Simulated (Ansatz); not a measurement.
Base system: Ca in the diamond structure (space group Fd-3m, No. 227; a = 8.4241 Å; a hypothetical phase, not in the database extracts checked; relaxed with 0.1 eV smearing).

Method: PBEsol in Ansatz (plane waves to 420 eV, PAW, without spin-orbit coupling).

For the base:

- Pressure = 0.0 GPa

The change: an isotropic linear strain of +0.87 %, atoms relaxed at fixed cell.

**Question.** How does this affect the energy relative to the base?

**Answer.** The energy increases by 0.7 meV/atom.

**Question.** Predict the new pressure.

**Answer.** The pressure is nearly the same (0.0 GPa against -0.1 GPa).

No phonon test of stability was made.

Ansatz is a program for electronic structure.
